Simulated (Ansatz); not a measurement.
A self-consistent single point of CaSi (Cm, 4 atoms in the cell) with Ansatz (a quantum-chemistry and plane-wave program).

Computed with LDA (PW92), harder PAW files (source: ansatz) made with PBE (plane waves; Ansatz).

The change in words: lattice scaled by 0.98; basis.ecutwfc: 420 eV → 520 eV; hamiltonian.pseudopotentials: {kind: paw} (the program's default PAW files) → {kind: paw, source: ansatz}. Reference geometry:
```
CaSi
1.0
    2.28886    -5.37240     0.00000
    2.28886     5.37240     0.00000
    0.00000     0.00000     3.92493
Ca Si
2 2
Cartesian
  2.28886   3.88414   1.03123
  2.28886  -3.88414   2.94370
  2.28886   0.73548   0.98123
  2.28886  -0.73548   2.94370
```

Reference input (self-consistent single point, DFT, LDA (PW92), plane waves, default PAW files made with PBE): basis.ecutwfc = 420 eV; kpoints.mp_grid.grid = 5 5 6; hamiltonian.xc = lda; hamiltonian.pseudopotentials = {kind: paw} (the program's default PAW files); scf.occupations.method = fermi_dirac; scf.occupations.width = 0.1 eV. This run's input differs from it in these lines:

Ansatz 0.2 input:
```diff
@@ -3,5 +3,5 @@
   lattice:
-    - [2.288862, -5.372398, 0.000000]
-    - [2.288862, 5.372398, 0.000000]
-    - [0.000000, 0.000000, 3.924927]
+    - [2.243085, -5.264950, 0.000000]
+    - [2.243085, 5.264950, 0.000000]
+    - [0.000000, 0.000000, 3.846428]
   atoms:
@@ -12,3 +12,3 @@
 basis:
-  ecutwfc: 420.0 eV
+  ecutwfc: 520.0 eV
 kpoints:
@@ -17,3 +17,3 @@
   xc: lda
-  pseudopotentials: { kind: paw }
+  pseudopotentials: { kind: paw, source: ansatz }
 scf:
```

Output (repeated stretches shortened):

```
SCF iter   1: F=—  HF=-4765.167951 eV  |F-HF|=—  |Δ(HF+E_count)|=         —  Δρ=2.55e-2  dr2=7.56e-1  ethr=3.10e-3  ⟨swp⟩=8.5  Hψ=5863  notcnv=0
all-band conjugate gradients solve this SCF's bands
preconditioner: auto → Kerker (q_TF=auto, 2.242 Å⁻¹)
SCF iter   2: F=—  HF=-4765.008667 eV  |F-HF|=—  |Δ(HF+E_count)|=   1.59e-1  Δρ=1.47e-2  dr2=2.92e-1  ethr=2.70e-3  ⟨swp⟩=2.0  Hψ=1380  notcnv=0
SCF iter   3: F=—  HF=-4764.916597 eV  |F-HF|=—  |Δ(HF+E_count)|=   9.21e-2  Δρ=3.32e-3  dr2=2.17e-2  ethr=1.04e-3  ⟨swp⟩=3.7  Hψ=1656  notcnv=0
SCF iter   4: F=—  HF=-4764.912515 eV  |F-HF|=—  |Δ(HF+E_count)|=   4.08e-3  Δρ=7.27e-4  dr2=9.12e-4  ethr=7.76e-5  ⟨swp⟩=2.1  Hψ=1044  notcnv=0
SCF iter   5: F=—  HF=-4764.912452 eV  |F-HF|=—  |Δ(HF+E_count)|=   6.30e-5  Δρ=1.59e-4  dr2=2.96e-5  ethr=3.26e-6  ⟨swp⟩=2.0  Hψ=1084  notcnv=0
SCF iter   6: F=—  HF=-4764.912454 eV  |F-HF|=—  |Δ(HF+E_count)|=   1.87e-6  Δρ=4.97e-5  dr2=1.31e-6  ethr=1.06e-7  ⟨swp⟩=2.0  Hψ=1491  notcnv=0
SCF iter   7: F=-4764.912453 eV  HF=-4764.912453 eV  |F-HF|=3.45e-8  |Δ(HF+E_count)|=   1.44e-7  Δρ=8.80e-6  dr2=9.38e-8  ethr=3.57e-10  ⟨swp⟩=8.5  Hψ=4943  notcnv=0
SCF 1 converged in 7 iterations: F = -4764.912453 eV  dr2 = 9.38e-8
Free energy (F): -4764.912453 eV
Internal energy: -4764.859569 eV  (E = F + TS)
E sigma→0 (E₀):  -4764.886011 eV
Entropy (-TS):   -0.052884 eV (-13.221 meV/atom)
Fermi energy:    7.760926 eV
--- Forces (eV/Å), atoms counted from 1 ---
  atom   1  Ca     0.00000000    -0.03391089    -0.18067872
  atom   2  Ca    -0.00000000     0.03049428     0.04692571
  atom   3  Si    -0.00000000     0.14087699     0.01782403
  atom   4  Si     0.00000000    -0.13745918     0.11592727
--- Stress (GPa, compression-positive) ---
       -1.859185       0.000000      -0.000000
        0.000000      -0.609046       0.180718
       -0.000000       0.180718      -0.706580
  P = ⅓ Tr σ = -1.0583 GPa (-10.583 kbar)
  The stress holds the Pulay correction. Without it, at fixed plane waves, as pw.x and ABINIT print it: P = -1.0726 GPa
```

The run converged in 7 iterations. Against the reference run the pressure goes from -4.21 to -1.06 GPa and the largest force goes from 0.162 to 0.184 eV/Å.

The starting cell comes from a database of computed structures (which also holds hypothetical and non-ambient phases and stackings), without a prior relaxation at this level. Its lattice was rescaled by up to half a per cent. One atom was moved a little off its site on purpose. For this run, on top of that: lattice scaled by 0.98. Ansatz's pressure includes its estimate of the finite-basis (Pulay) stress.
